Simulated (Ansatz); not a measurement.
Consider BeS (space group P6_422, No. 181; a = 3.4236 Å, c = 7.7457 Å; a hypothetical phase, not in the database extracts checked). Axes: x lies along a and z along c of the hexagonal cell.

One thing is altered: biaxial strain +2.01 %, plane normal [001], relaxed out of plane (Cartesian); in-plane vectors clamped, the third vector and the atoms free.

Levels (all Ansatz, a first-principles code, PAW): PBEsol (420 eV, without spin-orbit coupling); HSE06 (420 eV, no spin-orbit coupling).

The geometry is relaxed with PBEsol.

```
Quantity          Result
---------------  -------
PBEsol band gap  2.43 eV
```

Problem. How does going to HSE06 change the band gap?

Solution. The band gap increases by 1.04 eV (2.43 eV → 3.47 eV).

Single points use the geometry relaxed with PBEsol. HSE06 was sampled on its mesh, a few special points and the semilocal edge points, so its gap is an upper bound. Stability against distortions was not tested. The base started in P3_121 and relaxed to P6_422 at this level.
